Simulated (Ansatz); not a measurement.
Consider SnSe2 in the 2H-MoS2 type structure (space group P6_3/mmc, No. 194; a hypothetical phase, not in the database extracts checked; layered, stacked along the Cartesian z axis).

```yaml
crystal:
  lattice:
    - [3.83345, 0.00000, 0.00000]
    - [-1.91673, 3.31987, 0.00000]
    - [0.00000, 0.00000, 11.50657]
  atoms:
    - { symbol: Sn, position: [0.33333, 0.66667, 0.25000] }
    - { symbol: Sn, position: [0.66667, 0.33333, 0.75000] }
    - { symbol: Se, position: [0.33333, 0.66667, 0.59895] }
    - { symbol: Se, position: [0.66667, 0.33333, 0.09895] }
    - { symbol: Se, position: [0.66667, 0.33333, 0.40105] }
    - { symbol: Se, position: [0.33333, 0.66667, 0.90105] }
```

Computed with PBE-D3(BJ)/PAW in Ansatz (an electronic-structure program), without spin-orbit coupling.

Free-standing slabs (3 atom(s) a layer) normal to the stacking axis with 15 Å of vacuum; in-plane cell relaxed.

One change was made to it. Results:

```json
[
 {"quantity": "excess energy per area of both faces (slab less bulk energy over the cell's area: twice a surface energy) (uncertain by up to 0.08 J/m²)", "base": "–", "after": "0.6 J/m²"},
 {"quantity": "shortest interatomic distance", "base": "2.814 Å", "after": "2.763 Å"},
 {"quantity": "band gap", "base": "zero", "after": "zero"},
 {"quantity": "in-plane lattice parameter a", "base": "3.833 Å", "after": "3.796 Å"}
]
```

**Question.** Which of these changes matches the shifts?
A) 3 layers
B) 1 layer
C) 2 layers

**Answer.** C, 2 layers. For comparison, the in-plane lattice parameter a in the other runs: 1 layer gives 3.754 Å; 3 layers gives 3.811 Å.

Slab and bulk use different k-meshes, which limits the precision of the excess energy. Whether these cells are dynamically stable was not tested. The final runs are not spin-polarised. A zero or small gap of SnSe2 can be the functional's error rather than a property of the material.
